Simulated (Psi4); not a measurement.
Psi4 1.11, PBE/def2-svp: Ti(OH)2(OMe)(Me) (C[O][Ti]([CH3])([OH])[OH]), 14 atoms. The geometry is a generated start, not checked to be a minimum at this level.

```json
{
  "task": "energy",
  "method": "pbe",
  "basis": "def2-svp",
  "memory": "3 GB",
  "maxiter": "100",
  "keys_of_the_molecule_block": "symmetry c1",
  "scf_type": "df (default)",
  "guess": "auto, which took SAD (default)",
  "scf_initial_accelerator": "adiis (default)",
  "e_convergence": "1e-06 (default)",
  "d_convergence": "1e-06 (default)",
  "dft_radial_points": "75 (default)",
  "dft_spherical_points": "302 (default)",
  "basis_functions": "141",
  "grid_points": "301225"
}
```

```xyz
14

Ti     0.3190     0.6357     0.3607
O      0.7392     1.7370    -0.8834
H      0.7444     2.6336    -1.2235
O      0.4360     1.2211     1.9763
H      0.3994     1.9740     2.5696
O      0.7443    -1.0092     0.1595
C      1.1074    -2.0847    -0.6336
H      1.0417    -1.8215    -1.7025
H      2.1388    -2.3967    -0.4092
H      0.4407    -2.9380    -0.4383
C     -1.7404     0.5321     0.0934
H     -1.9739    -0.0027    -0.8343
H     -2.1943     1.5281     0.0382
H     -2.2023    -0.0088     0.9270
```

Charge 0 and multiplicity 1 are set for this test and not shown to be the ground state.

One run each on 2 threads. Values of diis_max_vecs tried: 3, 6, 10 (default), 20.

Question: Which value of diis_max_vecs needs the fewest SCF iterations, and what happens away from it?

Answer: Fewest SCF iterations, within one of each other: 10 (default) with 13, 20 with 13. The count rises to 24 at 3. All converge to one solution.

```json
[
 {"diis_max_vecs": "3", "SCF iterations": "24", "end": "same solution"},
 {"diis_max_vecs": "6", "SCF iterations": "15", "end": "same solution"},
 {"diis_max_vecs": "10 (default)", "SCF iterations": "13", "end": "same solution"},
 {"diis_max_vecs": "20", "SCF iterations": "13", "end": "same solution"}
]
```
